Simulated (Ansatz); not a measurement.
Cost and result by functional for the adsorption energy of CO on the 1x1 (111) surface of fcc Rh, one in a 2x2 cell, started at the site 'hollow Rh-Rh-Rh over Rh at depth 4.4 Å', in Ansatz (plane waves, PAW). Single points on the PBE structure, on one kind of machine; costs are rough ratios of the slab run's core time (references not counted) to the cheapest single point. r2SCAN's cost holds its higher cutoff (500 against 420 eV). Differences are taken against r2SCAN for comparison alone: no measured value is at hand, so the table doesn't rank accuracy.

Model: 18-atom slab, 6.5 Å thick at the start under the adsorbate (thin: gaps and levels are the slab's own), 6x6x1 mesh, Fermi-Dirac 0.1 eV, dipole correction, 8 atoms held, the rest relaxed; symmetry of the start imposed; no spin, no spin-orbit, no U, no dispersion correction. At the end it is bonded to 3 Rh. In PBE this state lies 0.09 eV over the lowest of the starts that converged ('hollow Rh-Rh-Rh over Rh at depth 2.2 Å'). These notes are the PBE run's. Adsorption energies are against CO(g). A negative adsorption energy means that the adsorbate is more stable on the surface than in its reference.

| functional | relative cost | adsorption energy (eV) | less r2SCAN (eV) |
|---|---|---|---|
| RPBE | 1 | -1.44 | 0.50 |
| r2SCAN | 2 | -1.93 | 0.00 |
| PBE (the relaxed run's value) | – | -1.81 | 0.12 |

The values span 0.50 eV, while the single points' costs differ by a factor of roughly 2. Differences are of unrounded values.

Ansatz is a quantum-chemistry and plane-wave program.
